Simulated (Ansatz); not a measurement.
Take Ir in the fcc (Cu type) structure (space group Fm-3m, No. 225; relaxed with 0.1 eV smearing) as the base.

```xyz
1
Lattice="0.0000 1.9155 1.9155 1.9155 0.0000 1.9155 1.9155 1.9155 0.0000" Properties=species:S:1:pos:R:3 pbc="T T T"
Ir     0.0000     0.0000     0.0000
```

Cartesian axes are those of the cell as printed.

Calculations: PBEsol (Ansatz, a quantum-chemistry and plane-wave program, PAW, without spin-orbit coupling).

Before the change:

- Shortest interatomic distance: 5.119 bohr
- Pressure: 0.0 GPa

It is then changed as follows: tensor shear ε_xy = +1.71 % (engineering shear γ = 0.0342); the atoms relax in the strained cell.

Problem. What does the calculation give for the energy relative to the base after the change?

Solution. The energy increases by 15 meV/atom.

Problem. How does this affect the shortest interatomic distance?

Solution. The shortest interatomic distance drops by 0.0875 bohr to 5.032 bohr.

Problem. What does the calculation give for the pressure after the change?

Solution. The pressure (mean of the normal stresses, compression positive) goes from zero to 0.6 GPa.

No phonon test of stability was made. The final runs are not spin-polarised.
